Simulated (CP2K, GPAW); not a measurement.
A CP2K input for a self-consistent single point of HfH2 (P1, 3 atoms in the cell) (DFT PBEsol, GPW, DZVP-MOLOPT-SR-GTH basis, GTH-PBE potentials (GTH_POTENTIALS)):

```
&GLOBAL
  PROJECT hfh2
  RUN_TYPE ENERGY_FORCE
  PRINT_LEVEL LOW
&END GLOBAL
&FORCE_EVAL
  METHOD Quickstep
  STRESS_TENSOR ANALYTICAL
  &DFT
    BASIS_SET_FILE_NAME BASIS_MOLOPT
    POTENTIAL_FILE_NAME GTH_POTENTIALS
    &QS
      METHOD GPW
      EPS_DEFAULT 1E-10
    &END QS
    &MGRID
      CUTOFF 500
      REL_CUTOFF 50
      NGRIDS 5
    &END MGRID
    &SCF
      SCF_GUESS ATOMIC
      EPS_SCF 1E-6
      MAX_SCF 100
      ADDED_MOS 4
      &DIAGONALIZATION
        ALGORITHM STANDARD
      &END DIAGONALIZATION
      &MIXING
        METHOD BROYDEN_MIXING
        ALPHA 0.3
        NBUFFER 10
        BETA 1
      &END MIXING
      &SMEAR ON
        METHOD GAUSSIAN
        SIGMA [eV] 0.136
      &END SMEAR
    &END SCF
    &KPOINTS
      SCHEME MONKHORST-PACK 9 9 9
    &END KPOINTS
    &XC
      &XC_FUNCTIONAL
        &PBE
          PARAMETRIZATION PBESOL
        &END PBE
      &END XC_FUNCTIONAL
    &END XC
    &PRINT
      &MO
        EIGENVALUES T
        OCCUPATION_NUMBERS T
        NDIGITS 8
        FILENAME mo
        &EACH
          QS_SCF 0
        &END EACH
        ADD_LAST NUMERIC
      &END MO
      &MULLIKEN OFF
      &END MULLIKEN
    &END PRINT
  &END DFT
  &SUBSYS
    &CELL
      ABC 3.25435800 3.25435834 3.25435776
      ALPHA_BETA_GAMMA 115.74413288 115.74414988 97.54436117
      PERIODIC XYZ
    &END CELL
    &COORD
      SCALED
      Hf       0.00940600    -0.01913300    -0.01650700
      H        0.25139600     0.75122200     0.50820600
      H        0.73919800     0.26791100     0.50830100
    &END COORD
    &KIND Hf
      BASIS_SET DZVP-MOLOPT-SR-GTH
      POTENTIAL GTH-PBE-q12
    &END KIND
    &KIND H
      BASIS_SET DZVP-MOLOPT-SR-GTH
      POTENTIAL GTH-PBE-q1
    &END KIND
  &END SUBSYS
  &PRINT
    &FORCES ON
    &END FORCES
    &STRESS_TENSOR ON
    &END STRESS_TENSOR
  &END PRINT
&END FORCE_EVAL
```

**Question.** Write the same calculation as an input for GPAW.

**Answer.** This is the input that was run; spellings and numerical settings could be chosen otherwise.

```python
from ase import Atoms
from ase.units import GPa
from gpaw import GPAW

atoms = Atoms(['Hf', 'H', 'H'],
              cell=[[-1.730705, 1.730705, 2.144800],
                    [1.730705, -1.730705, 2.144800],
                    [1.730705, 1.730705, -2.144800]],
              scaled_positions=[[0.009406, -0.019133, -0.016507],
                                [0.251396, 0.751222, 0.508206],
                                [0.739198, 0.267911, 0.508301]],
              pbc=True)

calc = GPAW(mode={'name': 'pw', 'ecut': 800},
            xc='PBEsol',
            kpts=(9, 9, 9),
            occupations={'name': 'methfessel-paxton', 'width': 0.136, 'order': 0},
            nbands=-9,
            convergence={'density': 1e-05},
            symmetry={'symmorphic': False, 'tolerance': 0.0005},
            maxiter=100,
            txt='-')

atoms.calc = calc

energy = atoms.get_potential_energy()
print('Energy (eV):', round(energy, 6))
forces = atoms.get_forces()
print('Forces (eV/Ang):')
print(forces.round(5))
stress = atoms.get_stress()
print('Stress (GPa, Voigt):', (stress / GPa).round(4))
```

Basis, cutoffs, solver keys and any potentials are the target program's own. This input uses DFT PBEsol, plane waves, GPAW PAW datasets PBEsol (made by gpaw-setup).

The starting cell comes from a database of computed structures (which also holds hypothetical and non-ambient phases and stackings), without a prior relaxation at this level. For this run, on top of that: atoms moved at random.
